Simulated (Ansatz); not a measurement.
## CaFeSi₂O₆ (C2/c, No. 15)

All values below come from r²SCAN (Ansatz, a quantum-chemistry and plane-wave program, plane waves, PAW).

Run with plane-wave cutoff 500 eV, 6×6×8 k mesh (along the axes of the cell as run), Fermi–Dirac smearing 0.05 eV, spin-polarised with parallel moments, scalar-relativistic PAW data made under PBE.

Cell: relaxed at this level.

| Quantity | Result |
|---|---|
| equilibrium volume per atom | 11.21 Å³/atom |
| band gap | 0.82 eV (on the SCF k mesh) |

Note: the magnetic order was assumed, not searched for or taken from measurement; the relaxation could not lower the start's symmetry, so the cell can be a saddle point above a distorted one; a magnet's gap depends somewhat on the PAW data.

The computed numbers hold no vibrational or temperature effects.
